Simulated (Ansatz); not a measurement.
An Ansatz (an electronic-structure program) input (PBEsol (Ansatz), no spin-orbit coupling):

Ansatz 0.2 input:
```yaml
crystal:
  lattice:
    - [4.3469482809, 0, 0]
    - [0, 4.3469482809, 0]
    - [0, 0, 4.3469482809]
  atoms:
    - { symbol: Mg, position: [0, 0.5, 0.5] }
    - { symbol: Mg, position: [0.5, 0, 0.5] }
    - { symbol: Mg, position: [0.5, 0.5, 0] }
    - { symbol: Sn, position: [0, 0, 0] }
    - { symbol: O, position: [0.5, 0.5, 0.5] }
basis: { ecutwfc: 420, ecutrho_ratio: 4, xc_grid: 2, fft_grid_basis: typed }
kpoints: { mp_grid: { grid: [11, 11, 11] } }
hamiltonian:
  xc: pbesol
  dispersion: none
  pseudopotentials: { kind: paw }
scf: { occupations: { method: fermi_dirac, width: 0.05 }, convergence: { dr2_threshold: 0.0000000005 } }
output: { forces: true, stress: true }
```

Question: Which symmetry and how many k-points will the program report, and about how many plane waves at Γ?

Answer: Space group Pm-3m (ITA 221) with 48 operations, k-points 56 of 1331, and 1575 plane waves at Γ.

Stability against distortions was not tested. The final runs are not spin-polarised. The cell is Mg3SnO in the anti-perovskite structure (space group Pm-3m, No. 221; a hypothetical phase, not in the database extracts checked).
